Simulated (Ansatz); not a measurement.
Base system: Cu3N (space group Pm-3m, No. 221).

```
CELL_PARAMETERS angstrom
      3.72085     0.00000     0.00000
      0.00000     3.72085     0.00000
      0.00000     0.00000     3.72085
ATOMIC_POSITIONS crystal
  Cu 0.50000 0.00000 0.00000
  Cu 0.00000 0.50000 0.00000
  Cu 0.00000 0.00000 0.50000
  N  0.00000 0.00000 0.00000
```

Cartesian axes are those of the cell as printed.

The values are results of LDA/PAW in Ansatz (a quantum-chemistry and plane-wave program), spin-orbit coupling left out, not measurements.

Base values:

| Property | Value |
|---|---|
| Pressure | 0.0 GPa |
| Shortest interatomic distance | 1.860 Å |
| Band gap | zero |

It is then changed as follows: the cell is stretched by 1.20 % along z with no lateral relaxation; the atoms relax in the strained cell.

Predict the new pressure.

The pressure (mean of the normal stresses, compression positive) goes from zero to -1.7 GPa.

How does this affect the energy relative to the base?

The energy grows by 1.7 meV/atom.

Predict the new shortest interatomic distance.

The shortest interatomic distance remains 1.860 Å.

How does this affect the band gap?

The band gap stays zero.

Stability against distortions was not tested. All final runs are without spin polarisation. A zero or small gap of Cu3N can be the functional's error rather than a property of the material.
